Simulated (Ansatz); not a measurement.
# Lattice constant a of AgZn (P-6m2, No. 187, 2 atoms in the cell; start mp-1187974; another space group than a measured phase of this formula) at several levels of theory

No measured value is used here.

```tsv
level (code)	value (Å)
LDA (Ansatz)	…
PBEsol (Ansatz)	2.855
r²SCAN (Ansatz)	2.874
```

Q: What belongs in the gaps?

A: 
- LDA (Ansatz, a first-principles code), value (Å): 2.821

LDA, PBEsol, r²SCAN: the relaxation could not lower the start's symmetry, so the cell can be a saddle point above a distorted one. Cutoffs differ between the levels. Ansatz's density-functional and Hartree–Fock values are scalar-relativistic unless marked +SOC, with PAW data made under PBE.

A start named mp-… is a Materials Project structure, which need not be a measured phase.
